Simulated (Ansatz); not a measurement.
# Pd2B (space group Pnnm, No. 58)

```cif
data_B2Pd4
_chemical_formula_sum 'B2 Pd4'
_space_group_name_H-M_alt 'Pnnm'
_space_group_IT_number 58
_space_group_name_Hall '-P 2 2n'
_cell_length_a 4.70270
_cell_length_b 5.07997
_cell_length_c 3.11680
_cell_angle_alpha 90.000
_cell_angle_beta 90.000
_cell_angle_gamma 90.000
loop_
_atom_site_label
_atom_site_type_symbol
_atom_site_symmetry_multiplicity
_atom_site_Wyckoff_symbol
_atom_site_fract_x
_atom_site_fract_y
_atom_site_fract_z
_atom_site_occupancy
B1 B 2 a 0.00000 0.00000 0.00000 1
Pd1 Pd 4 g 0.25285 0.34453 0.00000 1
```

Method: PBEsol/PAW in Ansatz (an electronic-structure program), without spin-orbit coupling. Settings: 10×9×15 k-points, 0.05 eV Fermi–Dirac smearing.

The volume per atom comes out as 12.41 Å³ and the density is 9.98 g/cm³. The band gap is zero and the total energy comes out as -4655.618 eV/atom (σ→0; compares only within this code and set-up).

Stability against distortions was not tested. All final runs are without spin polarisation.
